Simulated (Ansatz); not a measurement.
Functionals compared on the (100) surface of alpha gallium in its 1x1 cell, outermost plane spacing 2.29 Å in the ideal cut, in Ansatz (plane waves, PAW). The structure was relaxed with PBE; the other rows are single points on it, each with its references at the same level. Cutoff 420 eV (500 eV for r2SCAN).

Set-up: 24 atoms, 11.4 Å thick at the start; mesh 8x5x1; 0.1 eV smearing; dipole correction on; all atoms relaxed; start symmetry kept, larger cells not searched; no spin, no spin-orbit, no U. These notes are the PBE run's.

| functional | surface energy (J/m²) | work function of the top face (eV) | rough cost of the single point |
|---|---|---|---|
| PBE | 0.47 | 4.25 | – |
| LDA | 0.70 | 4.52 | around 4 core-minutes (rough) |
| PBEsol | … | … | roughly 4 core-minutes |
| RPBE | 0.35 | 4.14 | roughly 4 core-minutes |
| r2SCAN | 0.60 | 4.42 | around 6 core-minutes (rough) |

Problem. What belongs in the gaps?

Solution. 
- PBEsol, surface energy (J/m²): 0.63
- PBEsol, work function of the top face (eV): 4.34

Ansatz is an electronic-structure program.
